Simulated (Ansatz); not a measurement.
An ideal cubic perovskite cell is held by its symmetry; such compounds can tilt or shift off centre at room temperature. The starting structures come from a database of crystals and need not be the phases stable at ambient conditions.

Data:

```
CsSnBr3
1.0
    5.83901     0.00000     0.00000
    0.00000     5.83901     0.00000
    0.00000     0.00000     5.83901
Cs Sn Br
1 1 3
Direct
  0.00000   0.00000   0.00000
  0.50000   0.50000   0.50000
  0.50000   0.00000   0.50000
  0.00000   0.50000   0.50000
  0.50000   0.50000   0.00000
```

Space group of this cell: Pm-3m, cubic perovskite. The cell is taken as given; by PBEsol its mean pressure is -0.8 GPa.

The current runs along the normal of the first two printed vectors, the (001) plane. All runs by Ansatz (a quantum-chemistry and plane-wave program), plane waves and PAW, without spin-orbit coupling; the base is PBEsol.

```csv
run,mean pressure (GPa),gap (eV),mid-gap κ (1/Å)
base,-0.8,0.42,0.033
all lengths scaled by 1.02,-1.7,(withheld),(withheld)
lda in place of pbesol,-1.9,(withheld),(withheld)
"lengths across the current scaled by 1.02, ions clamped",-1.4,0.58,0.050
"lengths along the current scaled by 0.97, ions clamped",-0.1,(withheld),(withheld)
"lengths along the current scaled by 1.03, ions clamped",-1.3,0.45,0.038
```

**Question.** What belongs in the gaps?

**Answer.** 
- all lengths scaled by 1.02, gap (eV): 0.71
- all lengths scaled by 1.02, mid-gap κ (1/Å): 0.055
- lda in place of pbesol, gap (eV): 0.44
- lda in place of pbesol, mid-gap κ (1/Å): 0.034
- lengths along the current scaled by 0.97, ions clamped, gap (eV): 0.18
- lengths along the current scaled by 0.97, ions clamped, mid-gap κ (1/Å): 0.024
